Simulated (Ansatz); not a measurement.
Start from InAs in the zinc blende structure (space group F-43m, No. 216; a = 6.0874 Å).

Now apply this change: full substitution As → Rh; the structure is relaxed again.

Levels (all Ansatz, a quantum-chemistry and plane-wave program, PAW, earlier PAW set): PBEsol (420 eV, without spin-orbit coupling); r2SCAN (500 eV, without spin-orbit coupling).

The geometry is relaxed with PBEsol.

```
Item              Result
---------------  -------
PBEsol pressure  0.0 GPa
```

Question: How does going to r2SCAN change the pressure?

Answer: The pressure goes from zero to 1.2 GPa.

Single points use the geometry relaxed with PBEsol. Their cutoffs differ, which shifts pressures a little. Stability against distortions was not tested. As relaxed here, InRh is a hypothetical phase, not in the database extracts checked. All final runs are without spin polarisation.
